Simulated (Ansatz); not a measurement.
## Effect of tensor shear ε_xy = +0.29 % on AlRu

Take AlRu in the CsCl type structure (space group Pm-3m, No. 221; a = 2.955 Å; relaxed with 0.1 eV smearing) as the base. Axes: x, y, z lie along the cube axes.

The change: a pure shear with ε_xy = ε_yx = 0.0029, atoms relaxed at fixed cell.

All numbers come from LDA (Ansatz, a program for electronic structure, PAW, spin-orbit coupling left out). Γ-centred 19×19×19 mesh, Fermi–Dirac width 0.1 eV.

```csv
quantity,base,changed,shift
shortest interatomic distance,2.559 Å,2.554 Å,-0.005 Å
energy relative to the base (free energy F),0 meV/atom,+0.2 meV/atom,+0.2 meV/atom
band gap,zero,zero,–
"stress (xx, yy, zz, yz, xz, xy; compression positive)",–,"(0.0, 0.0, 0.0, 0.0, 0.0, -0.8) GPa",–
```

The cells carry an imposed strain or load. No phonon test of stability was made. The final runs are not spin-polarised.
